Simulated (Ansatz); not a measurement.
The reference is BP in the zinc blende structure (space group F-43m, No. 216; a = 4.5366 Å). Axes: x, y, z lie along the cube axes.

Level of theory: r2SCAN/PAW in Ansatz (an electronic-structure program), no SOC.

Before the change:

The volume per atom is 11.67 Å³.

It is then changed as follows: tensile biaxial strain of 3.00 % in the plane normal to [001], as in epitaxy on a mismatched substrate; the out-of-plane cell vector and the atoms relax.

Task: Predict the new volume per atom.

Result: The volume per atom goes up by 0.56 Å³, from 11.67 Å³ to 12.23 Å³.

No phonon test of stability was made.
